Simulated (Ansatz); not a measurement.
Defect: O vacancy in monoclinic ZrO2 with all lengths changed by +1 %, charge state +2. All values below come from PBE, PAW (plane waves to 420 eV; Ansatz, an electronic-structure program).

96-site cell at the strained lattice (strain from the relaxed PBE one, atoms relaxed), the Γ point alone, smearing 0.01 eV, spin-restricted, no finite-size correction. Energies are static. The charge state is imposed; whether it is stable for some Fermi level was not computed. Forms of the defect that were not tried may lie lower.

Barriers: single points on a 2×2×2 k-point mesh shifted by half a step at the bands' geometries.

The step: one O atom jumps into the vacancy from a nearby O site; the atom moves 2.28 Å along (0.13, 0.31, -0.24) of the unit cell; the moving atom starts with neighbours O at 2.64; Zr at 2.07, Zr at 2.14, Zr at 2.20 Å and ends with O at 2.64; Zr at 2.07, Zr at 2.14, Zr at 2.20 Å.

Task: Estimate the migration barrier of this step that PBE, PAW returns for this input.

Result: 0.51 eV, the same both ways. At the saddle the moving atom has neighbours 2 Zr at 1.93 Å. The saddle point's order was not checked, and it lies on a symmetry element of the cell, where a band can be held.
